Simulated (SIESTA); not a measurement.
Worked example: self-consistent single point of ScTc3 (Fm-3m, 4 atoms in the cell) in SIESTA.

Method: SIESTA with GGA PBEsol with spin-orbit coupling, numerical atomic orbitals DZP, PseudoDojo PBEsol fully relativistic norm-conserving potentials (rewritten from UPF to PSML).

```
CELL_PARAMETERS angstrom
      0.00000     3.12398     3.12398
      3.12398     0.00000     3.12398
      3.12398     3.12398     0.00000
ATOMIC_POSITIONS crystal
  Sc 0.00000 0.00000 0.00000
  Tc 0.25000 0.25000 0.25000
  Tc 0.75000 0.75000 0.75000
  Tc 0.50000 0.50000 0.50000
```

Reference input (self-consistent single point, DFT, GGA PBEsol, numerical atomic orbitals DZP, PseudoDojo PBEsol standard norm-conserving potentials (rewritten from UPF to PSML)): XC.functional = GGA; XC.authors = PBEsol; potentials = PseudoDojo PBEsol standard; PAO.BasisSize = DZP; PAO.EnergyShift = 0.01 Ry; MeshCutoff = 350 Ry; kgrid.MonkhorstPack = 7 7 7; OccupationFunction = MP; OccupationMPOrder = 0; ElectronicTemperature = 1160.45 K; MaxSCFIterations = 150; SCF.Mixer.Method = Broyden. This run's input differs from it in these lines:

```diff
@@ -1,2 +1,2 @@
-# files in the folder: Sc.psml Tc.psml (PseudoDojo PBEsol standard)
+# files in the folder: Sc.psml Tc.psml (PseudoDojo PBEsol fully relativistic)
 SystemName  ScTc3
@@ -37,2 +37,9 @@
 ElectronicTemperature        1160.45 K
+Spin                         spin-orbit
+%block DM.InitSpin
+  1 0.00 0.00 0.00
+  2 0.00 0.00 0.00
+  3 0.00 0.00 0.00
+  4 0.00 0.00 0.00
+%endblock DM.InitSpin
```

Output, abridged:

```
        iscf     Eharris(eV)        E_KS(eV)     FreeEng(eV)     dDmax    Ef(eV) dHmax(eV)
   scf:    1    -8180.540340    -8229.395785    -8229.401776  0.659190 -5.047873 12.698021
     spin moment: {S} , |S| = {    0.00000   -0.00000    0.00000 }     0.00000
   scf:    2    -8231.296964    -8233.800059    -8233.809451  0.122578 -5.433161  4.504938
     spin moment: {S} , |S| = {    0.00000   -0.00000    0.00000 }     0.00000
   scf:    3    -8234.653781    -8235.093865    -8235.099889  0.074615 -5.614332  3.405744
     spin moment: {S} , |S| = {   -0.00000    0.00000    0.00000 }     0.00000
   [... lines left out ...]
     spin moment: {S} , |S| = {    0.00000    0.00000    0.00000 }     0.00000
   scf:    7    -8235.688289    -8235.688261    -8235.698246  0.001614 -5.987097  0.021863
     spin moment: {S} , |S| = {   -0.00000   -0.00000   -0.00000 }     0.00000
   scf:    8    -8235.688215    -8235.688246    -8235.698264  0.000294 -5.988107  0.001856
     spin moment: {S} , |S| = {   -0.00000    0.00000    0.00000 }     0.00000
   scf:    9    -8235.688248    -8235.688247    -8235.698264  0.000020 -5.988197  0.000516
     spin moment: {S} , |S| = {   -0.00000   -0.00000    0.00000 }     0.00000
SCF Convergence by DM+H criterion
max |DM_out - DM_in|         :     0.0000204360
max |H_out - H_in|      (eV) :     0.0005164223
SCF cycle converged after 9 iterations

Using DM_out to compute the final energy and forces

siesta: E_KS(eV) =            -8235.6882

siesta: E_KS - E_eggbox =     -8235.6882

siesta: Atomic forces (eV/Ang):
     1    0.000000   -0.000000    0.000000
     2   -0.000008   -0.000008   -0.000008
     3    0.000008    0.000008    0.000008
     4   -0.000000    0.000000   -0.000000
   Tot   -0.000000    0.000000    0.000000
   Max    0.000008
   Res    0.000005    sqrt( Sum f_i^2 / 3N )
   Max    0.000008    constrained

Stress tensor Voigt[x,y,z,yz,xz,xy] (kbar):       78.94       78.94       78.94       -0.02       -0.02       -0.02
(Free)E + p*V (eV/cell)    -8238.7027
   [... lines left out ...]
siesta: FreeEng =     -8235.698264
   [... lines left out ...]
siesta:     0.049272   -0.000012   -0.000012
siesta:    -0.000012    0.049272   -0.000012
siesta:    -0.000012   -0.000012    0.049272

siesta: Cell volume =         60.975703 Ang**3

siesta: Pressure (static):
siesta:                Solid            Molecule  Units
siesta:          -0.00053664         -0.00053664  Ry/Bohr**3
siesta:          -0.04927197         -0.04927235  eV/Ang**3
siesta:         -78.94239422        -78.94301532  kBar
```

The run converged in 9 iterations. Against the reference run the pressure goes from -7.70 to -7.89 GPa.

The starting cell comes from a database of computed structures (which also holds hypothetical and non-ambient phases and stackings), without a prior relaxation at this level. Values carry the incompleteness of an atom-centred basis. With a pressure of about -8 GPa the cell is away from its equilibrium volume at this level.

Cost on one core of a shared machine: roughly 2 min.
